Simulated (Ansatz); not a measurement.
The parent structure is Au in the fcc (Cu type) structure (space group Fm-3m, No. 225; a = 4.124 Å).

Structures relaxed with r2SCAN, PAW, 500 eV (Ansatz, a first-principles code; no SOC).

Base:

Simulated powder pattern, Cu Kα1, λ = 1.54056 Å (kinematic, ideal powder, no thermal factors, no anomalous dispersion; the 14 strongest lines at most, above 2 %, up to 2θ = 90°):

```csv
2θ (°),I/Imax (%),hkl
37.75,100,(111)
43.87,49,(200)
63.78,33,(220)
76.55,40,(311)
80.63,12,(222)
```

Perturbation: full substitution Au → Pb; the structure is relaxed again.

Q: How do the reflections move or split?

A: 
Simulated powder pattern, Cu Kα1, λ = 1.54056 Å (kinematic, ideal powder, no thermal factors, no anomalous dispersion; the 14 strongest lines at most, above 2 %, up to 2θ = 90°):

```csv
2θ (°),I/Imax (%),hkl
31.01,100,(111)
35.96,51,(200)
51.77,37,(220)
61.58,45,(311)
64.64,13,(222)
76.25,6.1,(400)
84.56,19,(331)
87.30,18,(420)
```

The indices refer to each structure's own conventional cell; one index is shown for lines that coincide.

Stability against distortions was not tested.
